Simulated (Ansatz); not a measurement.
System: CaWO4 (I4₁/a, No. 88). Method: LDA (plane waves, PAW; Ansatz, an electronic-structure program).

Settings: plane-wave cutoff 500 eV, 10×10×10 k mesh, gaussian smearing 0.02 eV, no spin polarisation, scalar-relativistic PAW data made under PBE.

Computed at the level's own relaxed cell.

Problem. Predict the volume per atom, equilibrium lattice constant a, c axis length and band gap.

Solution. 
- volume per atom = 12.18 Å³/atom
- equilibrium lattice constant a = 5.152 Å
- c axis length = 11.013 Å
- band gap = 4.06 eV (on the SCF k mesh)

Measured, for comparison: band gap 5.2 ± 0.3 eV (temperature not stated, not corrected to a static lattice, absorption, reflection, one- and two-photon excitation; as tabulated in Mikhailik et al. (2004), doi:10.1103/physrevb.69.205110).

Note: the volume lies 7 % below that of the published cell.

Spin–orbit coupling is not included.

Static lattice: no zero-point or thermal effects.
